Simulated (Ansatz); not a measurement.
The reference is Ga₂O₃ (space group R-3m, No. 166; a = 2.9881 Å, c = 22.8522 Å (hexagonal axes); a hypothetical phase, not in the database extracts checked).

Modification: the cell is scaled by 1.0292 in all directions; the atoms relax in the strained cell.

Levels (all Ansatz, a quantum-chemistry and plane-wave program, PAW): PBEsol (420 eV, no spin-orbit coupling); r2SCAN (500 eV, no spin-orbit coupling); HSE06 (420 eV, no SOC).

One geometry, relaxed with PBEsol, under each level:

```json
[
 {"level": "PBEsol", "band gap": "2.40 eV", "lowest conduction level above the VBM at special points": "Γ 2.40 eV; T 2.82 eV; L 4.36 eV; F 4.39 eV", "pressure": "-7.20 GPa"},
 {"level": "r2SCAN", "band gap": "?", "lowest conduction level above the VBM at special points": "?", "pressure": "?"},
 {"level": "HSE06", "band gap": "4.05 eV", "lowest conduction level above the VBM at special points": "Γ 4.05 eV; T 4.48 eV; L 6.25 eV", "pressure": "–"}
]
```

Question: Give the withheld r2SCAN results.

Answer: 
- r2SCAN, band gap: 3.02 eV
- r2SCAN, lowest conduction level above the VBM at special points: Γ 3.02 eV; T 3.45 eV; L 5.13 eV; F 5.16 eV
- r2SCAN, pressure: -8.79 GPa

Single points use the geometry relaxed with PBEsol. Their cutoffs differ, which shifts pressures a little. HSE06 gaps are upper bounds (no full band path). Stability against distortions was not tested.
